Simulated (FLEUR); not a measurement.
Band structure of Si2W (I4/mmm, 3 atoms in the cell).

```
CELL_PARAMETERS angstrom
     -1.60736     1.60736     3.90103
      1.60736    -1.60736     3.90103
      1.60736     1.60736    -3.90103
ATOMIC_POSITIONS crystal
  Si 0.33499 0.33499 0.00000
  Si 0.66501 0.66501 0.00000
  W  0.00000 0.00000 0.00000
```

Method: PBE, all-electron FLAPW (FLEUR), scalar-relativistic valence run with FLEUR.

Settings: Kmax = 4.4 1/bohr; GmaxXC = 17.6 1/bohr; xcFunctional = pbe; jspins = 1; l_soc = F; mode = hist; fermiSmearingEnergy = 0.00183747 Htr; mesh (inpgen div1-3) = 12 12 12; inpgen gamma flag = true; Gmax = 17.6 1/bohr; numbands = 0; maxIterBroyd = 40; imix = Anderson; alpha = 0.05.

The starting cell comes from a database of computed structures (which also holds hypothetical and non-ambient phases and stackings), without a prior relaxation at this level. Spin-orbit coupling is off. Spin polarisation is off. Values depend on the basis (sphere radii, cutoffs, local orbitals), which need not be converged.

Levels in eV from the Fermi level, bands 8 to 15:
| point | 8 | 9 | 10 | 11 | 12 | 13 | 14 | 15 |
|---|---|---|---|---|---|---|---|---|
| Γ | -3.34 | -2.87 | -2.87 | 0.58 | 2.77 | 2.94 | 3.03 | 3.03 |
| X | -5.48 | -5.02 | -3.24 | -1.78 | 2.87 | 2.97 | 3.13 | 3.98 |
| Y | -5.14 | -4.07 | -3.10 | -2.35 | 2.03 | 2.13 | 3.06 | 5.24 |
| S | -3.07 | -2.75 | -2.44 | -0.34 | 1.81 | 2.49 | 3.54 | 4.42 |
| Z | -2.58 | -0.86 | -0.86 | -0.50 | -0.50 | 0.76 | 4.60 | 4.96 |
| S1 | -3.07 | -2.75 | -2.44 | -0.34 | 1.81 | 2.49 | 3.54 | 4.42 |
| N | -4.86 | -2.85 | -2.76 | -0.45 | 2.69 | 2.79 | 3.98 | 4.50 |
| P | -6.59 | -3.01 | -2.43 | -2.43 | 0.12 | 2.97 | 3.61 | 4.13 |
| Y1 | -5.14 | -4.07 | -3.10 | -2.35 | 2.03 | 2.13 | 3.06 | 5.24 |
